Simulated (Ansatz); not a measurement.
The starting structures come from a database of crystals and need not be the phases stable at ambient conditions.

 Where the default PAW files enter, the runs use the earlier of Ansatz's two default sets.

**Evanescent states of RbAlF₄ (P4/mmm, not sure to be the ambient phase, 6 atoms a cell, 13.9 Å³ an atom) along the normal of (110)**

Computed with r2SCAN (plane waves, PAW; Ansatz, a first-principles code).

The gap is the functional's own. No spin-orbit coupling. Mid-gap values are interpolated on the energy grid.

Energies count from the valence-band top; κ is the least over a 6×6 mesh across the current.

```tsv
E (eV)	κ (1/Å)	where
0.18	0.276	off Γ
0.54	0.425	Γ
0.90	0.464	Γ
1.26	0.493	Γ
1.62	0.514	Γ
1.98	(withheld)	Γ
2.34	(withheld)	Γ
2.70	(withheld)	Γ
3.06	(withheld)	Γ
3.42	(withheld)	Γ
3.78	(withheld)	Γ
4.14	(withheld)	Γ
4.50	(withheld)	Γ
4.86	(withheld)	Γ
5.22	(withheld)	Γ
5.58	(withheld)	Γ
5.94	(withheld)	Γ
6.30	0.432	Γ
6.66	0.396	Γ
7.02	0.351	Γ
7.38	0.293	Γ
7.74	0.211	Γ
```

Task: Fill in the missing entries.

Result: 
- 1.98, κ (1/Å): 0.529
- 2.34, κ (1/Å): 0.540
- 2.70, κ (1/Å): 0.548
- 3.06, κ (1/Å): 0.551
- 3.42, κ (1/Å): 0.552
- 3.78, κ (1/Å): 0.549
- 4.14, κ (1/Å): 0.543
- 4.50, κ (1/Å): 0.534
- 4.86, κ (1/Å): 0.522
- 5.22, κ (1/Å): 0.506
- 5.58, κ (1/Å): 0.486
- 5.94, κ (1/Å): 0.461
